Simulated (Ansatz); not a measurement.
The starting structures come from a database of crystals and need not be the phases stable at ambient conditions.

 Where the default PAW files enter, the runs use the earlier of Ansatz's two default sets.

Inside the gap of an insulator the Bloch states are evanescent, with a wavenumber k + iκ along the transport direction.

```xyz
6
Lattice="5.8382 0.0000 0.0000 -2.9191 5.5752 0.0176 0.0000 -3.0885 4.9724" Properties=species:S:1:pos:R:3 pbc="T T T"
Si     1.4595     0.0000     0.0000
Si     4.3786     0.0000     0.0000
Se     0.0000     0.3298     1.7403
Se     2.9191     2.1569     3.2496
Se     0.0000     3.8690     0.4932
Se     2.9191    -1.3823     4.4967
```

Space group of this cell: Ibam. The cell was relaxed by PBE-D3(BJ).

Transport runs along the normal of the first two printed cell vectors.

The gap is the functional's own. No spin-orbit coupling. Mid-gap values are interpolated on the energy grid.

### Question
Give the band gap and the smallest decay constant κ at mid-gap that PBEsol (Ansatz, a quantum-chemistry and plane-wave program) yields.

### Answer
Gap 1.46 eV on a 6×6×6 mesh; κ = 0.210 1/Å, at the zone centre.
